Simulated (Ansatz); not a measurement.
The starting structures come from a database of crystals and need not be the phases stable at ambient conditions.

Tunnelling through a barrier is set by its complex band structure: the current falls as exp(−2κd) with the smallest κ.

Given:

```
CELL_PARAMETERS angstrom
      4.09366     0.00000     0.00000
      0.00000     4.09366     0.00000
      2.04683     2.04683     2.83790
ATOMIC_POSITIONS crystal
  Al 0.00000 0.00000 0.00000
  As 0.25000 0.75000 0.50000
```

The cell is strained (lengths across the current scaled by 1.02, ions clamped); by PBEsol it stands under a pressure of -2.7 GPa.

Transport runs along the normal of the first two printed cell vectors, the (001) (indices of the unstrained crystal) plane of the conventional cell.

The gap is the functional's own. No spin-orbit coupling. Mid-gap values are those at the computed energy nearest the middle.

### Question
State the band gap and the smallest decay constant κ at mid-gap according to PBEsol in Ansatz (a quantum-chemistry and plane-wave program).

### Answer
Gap 1.29 eV on a 10×10×10 mesh; κ = 0.097 1/Å, at the zone centre.
